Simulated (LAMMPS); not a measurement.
LAMMPS 22 Jul 2025, classical MD, Tersoff (GaN.tersoff): GaN, 5832 atoms.

```
Property                                                                                        Value
-----------------------------------------------  ----------------------------------------------------
task                                                                                          MD, nve
potential                                                                        Tersoff, GaN.tersoff
copies of the repeat unit                                                                       9×9×9
shape (slab and sphere leave vacuum in the box)                                                  bulk
neighbor skin                                                                                     2 Å
neigh_modify                                                                every 1 delay 0 check yes
newton                                                                                   on (default)
atom_modify sort (bins of 2 Å where set)                                               1000 (default)
comm_style                                                                            brick (default)
box                                                                              28.7 × 49.7 × 46.7 Å
start                                            generated wurtzite lattice, warmed in an untimed run
```

All runs start from one configuration, warmed at this fixed volume for 1000 steps under a thermostat at 600 K. The run at the shortest step has a mean temperature of 597 K and a mean pressure of -0.3 GPa.

Each run covers about 2.0 ps at constant energy (mean temperature 597 K at the shortest step); σ is the standard deviation over the printed steps. One run each, on a shared machine, so no times are given.

Steps tried: 0.5 fs, 1 fs, 2 fs, 2.5 fs, 4 fs, 5 fs, 8 fs, 10 fs, 16 fs, 20 fs, 32 fs.

Q: Up to which step does the ratio σ(E total)/σ(E kinetic) stay under 2 %, and what happens beyond?

A: 1 fs. The run fails or blows up at 8 fs, 10 fs, 16 fs, 20 fs, 32 fs.

```
time step  σ(E total)/σ(E kinetic)  last minus first total energy (meV/atom)  mean temperature (K)
---------  -----------------------  ----------------------------------------  --------------------
0.5 fs                      0.0016                                   +0.0011                   597
1 fs                         0.016                                    +0.027                   596
2 fs                          0.10                                     +0.17                   593
2.5 fs                        0.21                                     +0.42                   592
4 fs                           1.9                                      +5.0                   591
5 fs                           2.1                                       +15                   601
8 fs             stops: Lost atoms                                         —                     —
10 fs            stops: Lost atoms                                         —                     —
16 fs            stops: Lost atoms                                         —                     —
20 fs            stops: Lost atoms                                         —                     —
32 fs            stops: Lost atoms                                         —                     —
```

The bar is a choice.
